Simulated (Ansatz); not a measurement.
H2O on the (0001) surface of wurtzite GaN (2x2 with 3 H on 4 top atoms; a constructed slab, bottom: 3 H on 4 bottom sites), one in a cell of 36 Å², energies for each. Energies are against H2O(g), without zero-point or thermal terms; each row is named by its start (#2, #3: further inequivalent places of a kind).

Host crystal: wurtzite GaN, with a band gap (PBE, scalar-relativistic without spin-orbit coupling).

Calculation: PBE (plane waves to 420 eV, PAW; Ansatz, a first-principles code).

Set-up: 49 atoms, 13.8 Å thick at the start with caps and adatoms under the adsorbate (thin: gaps and levels are the slab's own); mesh 4x4x1; 0.01 eV smearing; dipole correction on; 23 atoms held, the rest relaxed; each run with such symmetry as its start has; no spin, no spin-orbit, no U, no dispersion correction.

A negative adsorption energy means that the adsorbate is more stable on the surface than in its reference. Starts that drift may end in the same place. Heights count from the host atoms within 0.3 Å of the top one.

```csv
starting site,E_ads (eV),height (Å),nearest host atom (Å),bonded to,change of the vacuum step (eV),lateral drift (Å)
top H,-0.97,0.24,Ga 2.11,Ga,-1.10,2.9
top H #2,-0.97,0.24,Ga 2.11,Ga,-1.14,2.9
hollow H-H-H,-0.07,2.50,H 2.93,none within bonding distance,0.24,0.8
hollow beside H,-0.97,0.24,Ga 2.11,Ga,-1.13,1.9
bridge H-H (span 3.2 Å),-0.97,0.24,Ga 2.11,Ga,-1.15,2.6
```
